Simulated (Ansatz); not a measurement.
**Response to strain in CdS**

Base system: CdS in the zinc blende structure (space group F-43m, No. 216; a = 5.8248 Å). Axes: x, y, z lie along the cube axes.

Strains are applied to the cell and any free atomic positions relax; under biaxial strain the out-of-plane vector relaxes too.

Calculations: Ansatz (an electronic-structure program) PBEsol, scalar-relativistic without spin-orbit coupling, earlier PAW set.

Candidates:
(a) biaxial strain −2.47 %, plane normal [110], relaxed out of plane
(b) biaxial strain +4.19 %, plane normal [001], relaxed out of plane
(c) strain tensor (xx, yy, zz, yz, xz, xy) = (+0.82, +2.47, +0.11, +0.58, −1.01, +0.26) %
(d) isotropic strain +5.91 %

Notes on the quantities. energy relative to the base: free energy F.

### Question
Order them by energy relative to the base, lowest first.

### Answer
(c) strain tensor (xx, yy, zz, yz, xz, xy) = (+0.82, +2.47, +0.11, +0.58, −1.01, +0.26) % (+6.9 meV/atom), (a) biaxial strain −2.47 %, plane normal [110], relaxed out of plane (+8.3 meV/atom), (b) biaxial strain +4.19 %, plane normal [001], relaxed out of plane (+12 meV/atom), (d) isotropic strain +5.91 % (+121 meV/atom)

Whether these cells are dynamically stable was not tested.
